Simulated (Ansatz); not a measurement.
Consider a periodic stack without vacuum, fcc Ag (0 0 1) on tetragonal BaTiO3 (1 0 0) (film strained to the substrate, started from cuts of the bulks and a machine-learned relaxation; slabs Ba4O10Ti3 and Ag12, which can lie off the formulas): substrate slab Ba4O10Ti3, film Ag12, surface cells [[0, 1], [-1, 0]] and [[0, -1], [2, 1]], film strained by -3.9 and +1.3 %, outermost planes BaO/BaO and Ag/Ag as cut, which need not be the usual terminations and can put a slab off its formula. Its start:

```yaml
crystal:
  lattice:
    - [4.20232, 0.00000, 0.00380]
    - [0.00000, 3.98572, 0.00523]
    - [2.12616, -1.95650, 29.17030]
  atoms:
    - { symbol: Ba, position: [0.98278, 0.03531, 0.05770] }
    - { symbol: O, position: [0.44757, 0.52926, 0.05810] }
    - { symbol: Ba, position: [0.91279, 0.09778, 0.19367] }
    - { symbol: Ti, position: [0.46140, 0.56619, 0.12359] }
    - { symbol: O, position: [0.90161, 0.56281, 0.12323] }
    - { symbol: O, position: [0.38082, 0.59570, 0.19348] }
    - { symbol: O, position: [0.41664, 0.06110, 0.12385] }
    - { symbol: Ba, position: [0.84357, 0.16221, 0.33123] }
    - { symbol: Ti, position: [0.39191, 0.63099, 0.26257] }
    - { symbol: O, position: [0.82766, 0.62984, 0.26220] }
    - { symbol: O, position: [0.31243, 0.66212, 0.33031] }
    - { symbol: O, position: [0.34415, 0.12902, 0.26211] }
    - { symbol: Ba, position: [0.77588, 0.22374, 0.46847] }
    - { symbol: Ti, position: [0.32178, 0.69307, 0.40140] }
    - { symbol: O, position: [0.76135, 0.69485, 0.40123] }
    - { symbol: O, position: [0.24041, 0.72868, 0.46600] }
    - { symbol: O, position: [0.27667, 0.19614, 0.40029] }
    - { symbol: Ag, position: [0.67349, 0.25070, 0.65650] }
    - { symbol: Ag, position: [0.17332, 0.75052, 0.65636] }
    - { symbol: Ag, position: [0.21126, 0.21830, 0.58519] }
    - { symbol: Ag, position: [0.71028, 0.71832, 0.58518] }
    - { symbol: Ag, position: [0.59818, 0.31741, 0.80186] }
    - { symbol: Ag, position: [0.09810, 0.81723, 0.80198] }
    - { symbol: Ag, position: [0.13564, 0.28321, 0.72924] }
    - { symbol: Ag, position: [0.63561, 0.78360, 0.72922] }
    - { symbol: Ag, position: [0.52261, 0.39183, 0.94880] }
    - { symbol: Ag, position: [0.02464, 0.88626, 0.94362] }
    - { symbol: Ag, position: [0.06093, 0.35332, 0.87448] }
    - { symbol: Ag, position: [0.56042, 0.85393, 0.87503] }
```

The start was prepared with a machine-learned potential, and the result is one local minimum, with the in-plane cell held and forces under 0.04 eV/Å; the film can end far from its bulk form.

Method: PBE (plane waves to 420 eV, PAW; Ansatz, a quantum-chemistry and plane-wave program). Spin–orbit coupling is left out; the runs are not spin-polarised; PBE gaps are too small against experiment. Its k-point mesh 8×8×1, Fermi–Dirac width 0.05 eV.

Question: Predict the relaxed interface.

Answer: 
| Property | Value |
|---|---|
| interface area | 16.7 Å² |
| period | 29.04 Å |
| heights between the nearest atoms of the two slabs at the two interfaces | 3.67 and 2.43 Å |
| Ag–Ba contacts across the interfaces within 1.22 times the sum of covalent radii | 8, mean 3.91 Å |
| Ag–O contacts across the interfaces within 1.22 times the sum of covalent radii | 1, mean 2.43 Å |
